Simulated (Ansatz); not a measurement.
Consider the following.

```
CELL_PARAMETERS angstrom
      0.00000     2.10560     2.10560
      2.10560     0.00000     2.10560
      2.10560     2.10560     0.00000
ATOMIC_POSITIONS crystal
  Mg 0.00000 0.00000 0.00000
  O  0.50000 0.50000 0.50000
```

No spin polarisation.

All numbers come from PBE, PAW, 420 eV (Ansatz, a quantum-chemistry and plane-wave program; scalar-relativistic without spin-orbit coupling). k-mesh 13×13×13 (Γ-centred); smearing 0.05 eV (Fermi–Dirac).

Predict the hole mass, band gap and pressure.

The hole mass (degenerate bands, along [100]) comes out as 0.39, 2.1, 2.1 mₑ (at Γ) and the band gap is 4.75 eV. The pressure is 4.79 GPa.

The cells carry an imposed strain or load. Masses are band curvatures over ±0.01 Å⁻¹ around the edge. Stability against distortions was not tested. The cell was made from MgO in the rock salt structure (space group Fm-3m, No. 225) by this change: isotropic strain −1.00 %.
